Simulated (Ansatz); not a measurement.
A computed series for Sn: pressure series

The reference is Sn in the diamond structure (space group Fd-3m, No. 227; a = 6.568 Å).

Cell and atoms are relaxed at each pressure.

Level of theory: r2SCAN (Ansatz, a first-principles code, PAW, scalar-relativistic without spin-orbit coupling), earlier PAW set.

Q: Only one of these has a band gap. Which?
A) pressure −2 GPa
B) pressure 30 GPa
C) pressure 100 GPa
D) pressure 50 GPa

A: B, pressure 30 GPa. Computed: pressure 100 GPa: zero; pressure 30 GPa: 0.23 eV; pressure 50 GPa: zero; pressure −2 GPa: zero

Load acts through the strain it causes; cell and atoms are relaxed under it. Stability against distortions was not tested. Tetrahedral semiconductors of this kind turn to denser phases somewhere between about 1 and 50 GPa; those were not computed, so compressed cells here can lie past the real transition. The zero or small gap of Sn can change with the level of theory.
